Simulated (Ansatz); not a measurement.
Effect of uniaxial stress, 0.5 GPa compression along z on La2O3

The reference is La2O3 (space group P-3m1, No. 164; a = 3.9061 Å, c = 6.0400 Å). Axes: x lies along a and z along c of the hexagonal cell.

Modification: uniaxial stress, 0.5 GPa compression along z; all other stress components relax to zero.

All numbers come from Kohn–Sham DFT with the PBEsol functional, run in Ansatz (a quantum-chemistry and plane-wave program) with PAW and 420 eV plane waves, scalar-relativistic without spin-orbit coupling. k-mesh 10×10×6 (Γ-centred); smearing 0.05 eV (Fermi–Dirac).

| quantity | base | changed | shift |
|---|---|---|---|
| volume per atom | 15.96 Å³ | 15.92 Å³ | -0.04 Å³ |
| space group | P-3m1 (No. 164) | P-3m1 (No. 164) | – |
| energy relative to the base (free energy F) | 0 meV/atom | +0.1 meV/atom | +0.1 meV/atom |
| band gap | 3.77 eV | 3.75 eV | -0.02 eV |
| gap character | indirect, L → K | indirect, L → K | – |
| smallest direct gap | 3.86 eV | 3.86 eV | 0.00 eV |
| width of the top valence band | 0.41 eV | 0.41 eV | 0.00 eV |
| electron mass | 1.3 mₑ (at K) | 1.3 mₑ (at K) | – |
| strain response (xx, yy, zz) | – | (+0.14, +0.14, −0.56) % | – |

Masses are band curvatures over ±0.01 Å⁻¹ around the edge. Beyond what the load breaks, stability against distortions was not tested.
